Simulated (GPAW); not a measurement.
Converging the k-point mesh at a smearing width of 0.05 eV: Rh (Fm-3m, 1 atom in the cell)

```
Rh
1.0
    0.00000     1.90950     1.90950
    1.90950     0.00000     1.90950
    1.90950     1.90950     0.00000
Rh
1
Direct
  0.00000   0.00000   0.00000
```

Method of the run: PBE, GPAW PAW datasets PBE (gpaw-data 1.0.1) (plane waves; GPAW).

Base settings: mode = pw; ecut = 550 eV; xc = PBE; kpts = 13 13 13; mesh shift (steps) = 0 0 0; occupations.name = fermi-dirac; occupations.width = 0.1 eV; nbands = -5; convergence.forces = 0.001 eV/Å; symmetry.symmorphic = false.

In this ladder: occupations.width = 0.05 eV.

The second cell is the first with its lattice scaled by 0.98.

Only quantities that move along the ladder and can be compared are tabulated.

The count of work is k-points × plane waves × bands × iterations; it is no time. 

The starting cell has typed, rounded lattice constants, without a prior relaxation at this level. Its lattice was rescaled by up to half a per cent. Spin polarisation is off. In the base run, with a pressure of about 5 GPa the cell is away from its equilibrium volume at this level.

Steps (kpts): 5 5 5; 6 6 6; 8 8 8; 9 9 9; 11 11 11; 13 13 13; 16 16 16; 20 20 20; 24 24 24; 35 35 35.

Q: What is the coarsest kpts that holds the energy of the compressed cell less the first within 1 meV/atom of the last step, with all finer ones?

A: 13 13 13, at 0.074 of the last step's count of work; the step before is off by 1.8 meV/atom.

Q: What is the coarsest kpts that holds the pressure within 0.2 GPa of the last step, with all finer ones?

A: 13 13 13, at 0.074 of the last step's count of work; the step before is off by 0.32 GPa.

Q: What is the coarsest kpts that holds the free energy within 5 meV/atom of the last step, with all finer ones?

A: 13 13 13, at 0.074 of the last step's count of work; the step before is off by 7.1 meV/atom.

| kpts | free energy less the last step's (meV/atom) | energy of the compressed cell less the first (meV/atom) | pressure (GPa) | count of work / last |
|---|---|---|---|---|
| 5 5 5 | 139.12 | 82.30 | 6.73 | 0.0093 |
| 6 6 6 | 80.01 | 76.00 | 5.58 | 0.014 |
| 8 8 8 | 28.18 | 72.54 | 4.96 | 0.025 |
| 9 9 9 | 8.39 | 68.60 | 4.23 | 0.035 |
| 11 11 11 | 7.14 | 70.02 | 4.50 | 0.059 |
| 13 13 13 | -1.95 | 68.55 | 4.21 | 0.074 |
| 16 16 16 | -0.15 | 68.57 | 4.22 | 0.14 |
| 20 20 20 | -0.82 | 68.10 | 4.13 | 0.22 |
| 24 24 24 | -0.35 | 67.97 | 4.10 | 0.36 |
| 35 35 35 | 0.00 | 68.24 | 4.18 | 1.0 |

The energy difference between the two cells stays within 1 meV/atom of the last step's from 13 13 13 on, the total only from 16 16 16 on: much of the error is common to both cells and cancels.
